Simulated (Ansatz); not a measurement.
RbGeF₃ (model structure, started from the CsGeCl3 type, R3m, No. 160, 5 atoms in the cell), treated with G0W0@PBEsol+SOC (Ansatz, a quantum-chemistry and plane-wave program, hard PAW, contour deformation, complete-basis limit, spin–orbit shift from PBEsol).

Numerical settings: largest k mesh 4×4×4 (not extrapolated in the mesh).

Cell (relaxed with PBEsol):

Space group R3m, hexagonal axes (No. 160); a = b = 6.823 Å, c = 7.203 Å, α = β = 90.00°, γ = 120.00°

```
atom  site  symmetry       x       y       z
----  ----  --------  ------  ------  ------
Rb      3a        3m  0.0000  0.0000  0.0040
Ge      3a        3m  0.0000  0.0000  0.4982
F       9b        .m  0.2039  0.4078  0.3179
```
(The calculation used a cell of 5 atoms; values per cell refer to that cell.)

Q: Estimate the band gap that the calculation returns.

A: 
band gap: 6.76 eV

Note: filled d or f shells below the valence bands can shift G0W0 gaps through exchange with them, which wasn't tested here; spin–orbit coupling enters as the shift of the gap found with a semilocal functional; the relaxation could raise the start's symmetry but not lower it, so the cell can be a saddle point.

Static lattice: no zero-point or thermal effects.

Cost on a shared machine: very roughly 100 core-minutes.

A model structure was made by putting elements into a prototype or built by hand; it is no filed structure, need not be a known phase, and can be a saddle point held by its symmetry.
